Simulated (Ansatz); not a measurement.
The reference is RuP₂ (space group Pnnm, No. 58; a = 5.1027 Å, b = 5.8686 Å, c = 2.8620 Å).

One thing is altered: an isotropic linear strain of +2.48 %; the atoms relax in the strained cell.

Levels (all Ansatz, a first-principles code, PAW): PBEsol (420 eV, spin-orbit coupling left out); PBEsol+SOC (420 eV, with spin-orbit coupling).

The geometry is relaxed with PBEsol.

| Item | Value |
|---|---|
| PBEsol lowest conduction level above the VBM at special points | Z 1.21 eV; T 1.35 eV; R 1.49 eV; Γ 1.60 eV |
| PBEsol electron mass | 0.44 mₑ along a, 1.8 mₑ along b, 0.74 mₑ along c (off the special points) |
| PBEsol pressure | -13.08 GPa |

Question: What does PBEsol+SOC give at this geometry for the lowest conduction level above the VBM at special points, electron mass, hole mass and pressure?

Answer: The lowest conduction level above the VBM at special points changes from Z 1.21 eV; T 1.35 eV; R 1.49 eV; Γ 1.60 eV to Z 1.20 eV; T 1.33 eV; R 1.48 eV; Γ 1.58 eV; the electron mass goes from 0.44 mₑ along a, 1.8 mₑ along b, 0.74 mₑ along c (off the special points) to 0.44 mₑ along a, 1.8 mₑ along b, 0.75 mₑ along c (off the special points); the hole mass comes out as 0.29 mₑ along a, 0.15 mₑ along b, 0.51 mₑ along c (at T); the pressure is nearly the same (-13.08 GPa against -13.05 GPa).

Single points use the geometry relaxed with PBEsol. The spin-orbit shifts are approximate. The levels and masses belong to the bands next to the band gap. Masses are band curvatures over ±0.01 Å⁻¹ around the edge. Stability against distortions was not tested.
